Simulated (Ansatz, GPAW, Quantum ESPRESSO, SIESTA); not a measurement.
# One structure in several programs: Rb (Im-3m, 1 atom in the cell)

Self-consistent single point.

```yaml
crystal:
  lattice:
    - [-2.78262, 2.78262, 2.78262]
    - [2.78262, -2.78262, 2.78262]
    - [2.78262, 2.78262, -2.78262]
  atoms:
    - { symbol: Rb, position: [0.00000, 0.00000, 0.00000] }
```

Shared settings, as Ansatz (a first-principles code) writes them: kpoints.mp_grid.grid = 6 6 6; scf.occupations.method = gaussian; scf.occupations.width = 0.02 Ry. Potentials and cutoffs stand in the table.

| code | model | pressure (GPa) | cutoff |
|---|---|---|---|
| Ansatz | PBE, default PAW files | 0.19 | 30.9 Ry |
| Quantum ESPRESSO | PBE, PSlibrary PAW (PBE) pseudopotentials | 0.19 | 40 Ry |
| SIESTA | GGA PBE, numerical atomic orbitals DZP, PseudoDojo PBE standard norm-conserving potentials (rewritten from UPF to PSML) | 0.42 | grid 350 Ry |
| GPAW | PBE, GPAW PAW datasets PBE (gpaw-data 1.0.1) | 0.18 | 600 eV |

The spread over the programs that give each value: pressure within 0.24 GPa.

SIESTA uses small atom-centred bases, whose incompleteness enters pressures, forces and empty levels differently from a plane-wave cutoff. Ansatz's pressure is given at a fixed set of plane waves, as the other plane-wave codes print theirs.

On the base mesh (11 11 11) the same programs gave: Ansatz pressure 0.18 GPa; Quantum ESPRESSO pressure 0.17 GPa; GPAW pressure 0.17 GPa; SIESTA pressure 0.40 GPa.

The starting cell has typed, rounded lattice constants, without a prior relaxation at this level. Its lattice was rescaled by a random factor within 2.5 % of one.

Left out of this page: ABINIT (with a known weakness of the program); CP2K (on another mesh); Elk and FLEUR (not drawn, or without a comparable value).

Keys are those of Ansatz 0.2.
